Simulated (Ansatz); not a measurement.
An Ansatz (a first-principles code) input (plane-wave PAW DFT at the PBE level (Ansatz, 420 eV), scalar-relativistic without spin-orbit coupling):

Ansatz 0.2 input:
```yaml
crystal:
  lattice:
    - [0, 5.703389077, 5.703389077]
    - [5.703389077, 0, 5.703389077]
    - [5.703389077, 5.703389077, 0]
  atoms:
    - { symbol: Cs, position: [0, 0, 0] }
    - { symbol: Li, position: [0.5, 0.5, 0.5] }
    - { symbol: Pb, position: [0.25, 0.25, 0.25] }
    - { symbol: Pb, position: [0.75, 0.75, 0.75] }
    - { symbol: Cl, position: [0.5, 0, 0] }
    - { symbol: Cl, position: [0, 0.5, 0.5] }
    - { symbol: Cl, position: [0, 0, 0.5] }
    - { symbol: Cl, position: [0.5, 0.5, 0] }
    - { symbol: Cl, position: [0, 0.5, 0] }
    - { symbol: Cl, position: [0.5, 0, 0.5] }
basis: { ecutwfc: 420, ecutrho_ratio: 4, xc_grid: 2, fft_grid_basis: typed }
kpoints: { mp_grid: { grid: [5, 5, 5] } }
hamiltonian:
  xc: pbe
  dispersion: none
  pseudopotentials: { kind: paw }
scf: { occupations: { method: fermi_dirac, width: 0.05 }, convergence: { dr2_threshold: 0.000000001 } }
output: { forces: true, stress: true }
checkpoint: { write: state.ck, write_every: 1000 }
```

Which symmetry and how many k-points will the program report, and about how many plane waves at Γ?

Space group Fm-3m (ITA 225) with 48 operations, k-points 10 of 125, and 7343 plane waves at Γ.

These are small ordered cells, not random alloys; other orderings at the same x differ. Stability against distortions was not tested. The cell was made from CsPbCl3 by this change: x(Li) = 0.5, 10 atoms, Fm-3m. Many cubic perovskites are stable only at high temperature; tilts and polar distortions were not tested.
